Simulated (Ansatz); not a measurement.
A computed series for GaSe: pressure series

Start from GaSe in the beta-GaS type structure (space group P6_3/mmc, No. 194; a = 3.705 Å, c = 15.508 Å; layered, stacked along the Cartesian z axis).

Cell and atoms are relaxed at each pressure.

Method: PBEsol-D3(BJ), PAW, 420 eV (Ansatz, a first-principles code; no spin-orbit coupling), earlier PAW set.

```json
[
 {"change": "base", "band gap": "0.82 eV", "smallest direct gap": "0.93 eV", "volume per atom": "23.04 Å³"},
 {"change": "pressure 1.8 GPa", "band gap": "0.70 eV", "smallest direct gap": "1.03 eV", "volume per atom": "22.11 Å³"},
 {"change": "pressure 4.2 GPa", "band gap": "0.55 eV", "smallest direct gap": "1.21 eV", "volume per atom": "21.22 Å³"},
 {"change": "pressure 9 GPa", "band gap": "[?]", "smallest direct gap": "[?]", "volume per atom": "[?]"}
]
```

**Question.** Some entries are withheld; estimate them.

**Answer.** 
- pressure 9 GPa, band gap: 0.21 eV
- pressure 9 GPa, smallest direct gap: 1.58 eV
- pressure 9 GPa, volume per atom: 19.92 Å³

Load acts through the strain it causes; cell and atoms are relaxed under it. No phonon test of stability was made. No other phases were tried under pressure. The zero or small gap of GaSe under pressure 9 GPa can change with the level of theory.
